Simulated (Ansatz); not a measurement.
Consider MgS in the rock salt structure (space group Fm-3m, No. 225; a = 5.1820 Å).

Now apply this change: cell and atoms relaxed at a pressure of 5 GPa.

Levels (all Ansatz, a quantum-chemistry and plane-wave program, PAW): PBEsol (420 eV, without spin-orbit coupling); r2SCAN (500 eV, without spin-orbit coupling); HSE06 (420 eV, spin-orbit coupling left out).

At the geometry relaxed with PBEsol, these levels gave the following band gaps, in shuffled order: (a) 3.97 eV, (b) 2.84 eV, (c) 3.61 eV.

Problem. Match each gap to its level.

Solution. (a) HSE06; (b) PBEsol; (c) r2SCAN.

Single points use the geometry relaxed with PBEsol. HSE06 gaps are upper bounds (no full band path). Load acts through the strain it causes; cell and atoms are relaxed under it. Whether these cells are dynamically stable was not tested. Competing high-pressure phases were not computed.
